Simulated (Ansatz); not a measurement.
The reference is Au in the hcp (Mg type) structure (space group P6_3/mmc, No. 194; a = 2.862 Å, c = 4.802 Å).

Level of theory: PBEsol (Ansatz, an electronic-structure program; PAW; 420 eV plane waves; spin-orbit coupling left out).

One change was made to it. Results:

```json
[
 {"quantity": "c/a ratio", "base": "1.678", "after": "1.673"},
 {"quantity": "density", "base": "19.20 g/cm³", "after": "19.96 g/cm³"},
 {"quantity": "shortest interatomic distance", "base": "2.862 Å", "after": "2.828 Å"}
]
```

### Question
What was done to the base?
A) pressure 0.7 GPa
B) pressure 7.5 GPa
C) pressure 0.3 GPa
D) pressure −2 GPa
E) pressure −1 GPa

### Answer
B, pressure 7.5 GPa. For comparison, the density in the other runs: pressure 0.7 GPa gives 19.28 g/cm³; pressure −1 GPa gives 19.09 g/cm³; pressure −2 GPa gives 18.97 g/cm³; pressure 0.3 GPa gives 19.23 g/cm³.

Load acts through the strain it causes; cell and atoms are relaxed under it. No phonon test of stability was made. No other phases were tried under pressure. The base started in Cmcm and relaxed to P6_3/mmc at this level. This is not the structure that Au has at room temperature and ambient pressure.
